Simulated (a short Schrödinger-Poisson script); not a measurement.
Gated In0.52Al0.48As/In0.53Ga0.47As δ-doped gas in a quantum well

Stack: gated In0.52Al0.48As/In0.53Ga0.47As δ-doped gas in a quantum well, at 77 K.

```
layer        material  thickness (nm)  Na (cm⁻³)
-----  --------------  --------------  ---------
1      In0.52Al0.48As              10          -
2      In0.52Al0.48As               2          -
3      In0.53Ga0.47As              10          -
4      In0.52Al0.48As            4000       3e14
```

The device is made up for the run: typed textbook-type constants, with dimensions and the other settings drawn at random. In0.52Al0.48As: permittivity 12.5, conduction-band edge (eV) 0.52, gap (eV) 1.45, electron mass (mₑ) 0.075, Nv at 300 K (cm⁻³) 1.1e19. In0.53Ga0.47As: permittivity 13.9, conduction-band edge (eV) 0, gap (eV) 0.74, Nv at 300 K (cm⁻³) 7.7e18.

Channel valleys (confinement mass, in-plane density-of-states mass, number): Γ 0.041, 0.041, 1. At the gate the conduction-band edge of layer 1 lies 0.65 eV − eVg above the Fermi level of the channel; the field vanishes at the back. Sheet of ionised δ-doping: +2.2e12 e/cm² at 10 nm from the gate. The barrier under the gate holds no holes. Gaps are held at their typed values at every temperature. Mesh 0.08 nm at interfaces.

Solved with a short Schrödinger-Poisson script written for these runs: 1D Poisson equation in equilibrium, electrons quantum, Hartree (BenDaniel-Duke, 40 states a valley, the channel's in-plane mass for all, wave functions free to enter the barrier), parabolic valleys, classical holes, full ionisation, no traps, pinning or gate leakage.

```csv
Vg (V),electrons (cm⁻²),in the channel layer,C (μF/cm²),Γ E0 (meV),Γ E1 (meV)
0.4,1.94e12,1.88e12,0.612,-113.3,33.0
0.35,1.75e12,1.70e12,0.608,-102.2,44.1
0.3,1.56e12,1.51e12,0.605,-91.2,55.3
0.25,1.37e12,1.33e12,0.602,-80.2,66.4
0.2,1.19e12,1.15e12,0.599,-69.3,77.6
0.15,1.00e12,9.74e11,0.596,-58.5,88.8
0.1,8.16e11,7.95e11,0.592,-47.6,100.0
0.05,6.32e11,6.16e11,0.588,-36.9,111.3
0,4.50e11,4.39e11,0.583,-26.1,122.7
-0.05,2.70e11,2.63e11,0.570,-15.1,134.4
-0.1,9.95e10,9.72e10,0.504,-2.2,148.0
-0.15,2.17e9,2.12e9,0.0563,26.2,176.9
-0.2,1.34e6,1.31e6,0.00561,75.3,226.0
```

Gate voltages with under 1e6 electrons/cm² are left out.

Subbands count from the Fermi level.
